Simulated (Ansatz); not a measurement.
## ZrC: pressure 30 GPa

Base system: ZrC in the rock salt structure (space group Fm-3m, No. 225; a = 4.7087 Å).

Now apply this change: a hydrostatic pressure of 30 GPa.

Method: PBE in Ansatz (plane waves to 420 eV, PAW, no SOC). Settings: 17×17×17 k-points, 0.05 eV Fermi–Dirac smearing.

The volume per atom shrinks by 1.34 Å³, from 13.05 Å³ to 11.71 Å³ and the lattice parameter a decreases by 0.1674 Å (4.709 Å → 4.541 Å). The shortest interatomic distance shrinks by 0.0837 Å (2.354 Å → 2.271 Å) and the enthalpy H = E + PV relative to the base's energy amounts to +2.31 eV/atom. The band gap remains zero.

Final structure:

```yaml
crystal:
  lattice:
    - [0.00000, 2.27069, 2.27069]
    - [2.27069, 0.00000, 2.27069]
    - [2.27069, 2.27069, 0.00000]
  atoms:
    - { symbol: Zr, position: [0.00000, 0.00000, 0.00000] }
    - { symbol: C, position: [0.50000, 0.50000, 0.50000] }
```

Load acts through the strain it causes; cell and atoms are relaxed under it. Whether these cells are dynamically stable was not tested. Competing high-pressure phases were not computed. All final runs are without spin polarisation.

Ansatz is a program for electronic structure.
